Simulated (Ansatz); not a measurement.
The parent structure is Al₂Pt (space group Fm-3m, No. 225; a = 5.896 Å).

Levels (all Ansatz, an electronic-structure program, PAW): PBEsol (420 eV, no spin-orbit coupling); PBEsol+SOC (420 eV, with spin-orbit coupling).

The geometry is relaxed with PBEsol.

```
Property           Value
---------------  -------
PBEsol pressure  0.0 GPa
```

What does PBEsol+SOC give at this geometry for the pressure?

The pressure goes from zero to -0.5 GPa.

Single points use the geometry relaxed with PBEsol. The spin-orbit shifts are approximate. Stability against distortions was not tested. The runs without spin-orbit coupling are not spin-polarised.
